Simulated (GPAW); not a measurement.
Band structure of NiAl (Pm-3m, 2 atoms in the cell).

```yaml
crystal:
  lattice:
    - [2.89000, 0.00000, 0.00000]
    - [0.00000, 2.89000, 0.00000]
    - [0.00000, 0.00000, 2.89000]
  atoms:
    - { symbol: Al, position: [0.50000, 0.50000, 0.50000] }
    - { symbol: Ni, position: [0.00000, 0.00000, 0.00000] }
```

Method of the run: PBE, GPAW PAW datasets PBE (gpaw-data 1.0.1) (plane waves; GPAW).

Settings: mode = pw; ecut = 800 eV; xc = PBE; kpts = 9 9 9; mesh shift (steps) = 0 0 0; occupations.name = fermi-dirac; occupations.width = 0.1 eV; nbands = -10; convergence.density = 1e-05 e/electron; symmetry.symmorphic = false; symmetry.tolerance = 0.0005; maxiter = 100; bandpath_npoints = 40.

The starting cell has typed, rounded lattice constants, without a prior relaxation at this level. Spin polarisation is off.

Levels in eV from the Fermi level, bands 6 to 13:
```
point      6      7      8      9     10    11    12     13
-----  -----  -----  -----  -----  -----  ----  ----  -----
Γ      -3.24  -1.53  -1.53  -1.53   5.39  5.39  5.39   8.14
X      -2.77  -2.24  -2.24  -1.44  -0.65  8.21  9.89   9.89
M      -2.95  -2.95  -2.07  -2.07  -1.02  1.44  2.51  12.13
R      -4.09  -0.99  -0.99   1.91   1.91  1.91  3.56   4.50
```

Bands cross the Fermi level along this path, so the cell is metallic at this level.
